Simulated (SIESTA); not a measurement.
## Several settings converged on Mo (Im-3m, 1 atom in the cell)

```
Mo
1.0
   -1.56713     1.56713     1.56713
    1.56713    -1.56713     1.56713
    1.56713     1.56713    -1.56713
Mo
1
Cartesian
  0.00000   0.00000   0.00000
```

Base method: LDA PW92, numerical atomic orbitals TZP, PseudoDojo LDA standard norm-conserving potentials (rewritten from UPF to PSML) run with SIESTA.

Base settings: XC.functional = LDA; XC.authors = PW92; potentials = PseudoDojo LDA standard; PAO.BasisSize = TZP; PAO.EnergyShift = 0.005 Ry; MeshCutoff = 350 Ry; kgrid.MonkhorstPack = 5 5 5; OccupationFunction = FD; ElectronicTemperature = 100 meV; MaxSCFIterations = 150.

Core times come from one kind of shared machine, to one figure; runs under 30 s give none.

**The cutoff of the real-space grid**

The second cell is the first with its lattice scaled by 0.98.

The mesh stays at the base's, so the ladder's end is converged at best in this setting alone.

Only quantities that move along the ladder and can be compared are tabulated.

```csv
MeshCutoff,free energy less the last step's (meV/atom),energy of the compressed cell less the first (meV/atom),pressure (GPa),core time / last (rough)
140 Ry (144 Ry used),-0.16,6.62,-7.37,–
175 Ry (182 Ry used),-0.77,6.80,-7.91,–
210 Ry (225 Ry used),-0.47,6.55,-7.92,–
315 Ry (324 Ry used),-0.12,6.10,-7.73,–
473 Ry (506 Ry used),-0.10,6.07,-7.86,0.5
525 Ry (576 Ry used),-0.05,6.02,-7.79,–
700 Ry (729 Ry used),-0.02,6.04,-7.89,0.8
840 Ry (900 Ry used),0.00,6.04,-7.82,1
```

Coarsest MeshCutoff that holds the energy of the compressed cell less the first within 0.2 meV/atom of the last step, with all finer ones: 315 Ry (324 Ry used); the step before is off by 0.51 meV/atom.

Coarsest MeshCutoff that holds the pressure within 0.2 GPa of the last step, with all finer ones: 175 Ry (182 Ry used); the step before is off by 0.44 GPa.

**The setting basis size**

Level: DFT, LDA PW92, numerical atomic orbitals TZDP, PseudoDojo LDA standard norm-conserving potentials (rewritten from UPF to PSML).

Moved along: PAO.BasisSize.

The second cell is the first with its lattice scaled by 0.98.

The mesh stays at the base's, so the ladder's end is converged at best in this setting alone.

The sets are ordered by size and need not be nested.

Only quantities that move along the ladder and can be compared are tabulated.

| basis (functions) | energy of the compressed cell less the first (meV/atom) | pressure (GPa) |
|---|---|---|
| SZ (10) | 3.93 | -8.44 |
| SZP (13) | 37.44 | -3.03 |
| DZ (16) | -5.60 | -10.29 |
| DZP (19) | 13.76 | -6.77 |
| TZP (25) | 6.07 | -7.86 |
| TZDP (28) | 9.25 | -7.27 |

Coarsest basis (functions) that holds the energy of the compressed cell less the first within 2 meV/atom: not settled: the last two steps still differ by 3.2 meV/atom, over half the tolerance, so the ladder does not show it.

Coarsest basis (functions) that holds the pressure within 1 GPa: not settled: the last two steps still differ by 0.60 GPa, over half the tolerance, so the ladder does not show it.

On the base run: the starting cell has typed, rounded lattice constants, without a prior relaxation at this level. Its lattice was rescaled by up to half a per cent. Spin polarisation is off. Values carry the incompleteness of an atom-centred basis. In the base run, with a pressure of about -8 GPa the cell is away from its equilibrium volume at this level. Without a gap this mesh is coarse (it stands for a supercell whose shortest vector is 14 Å).

Left out of this page: 8 runs of the series outside the window shown, repeating another row's setting, or not comparable.
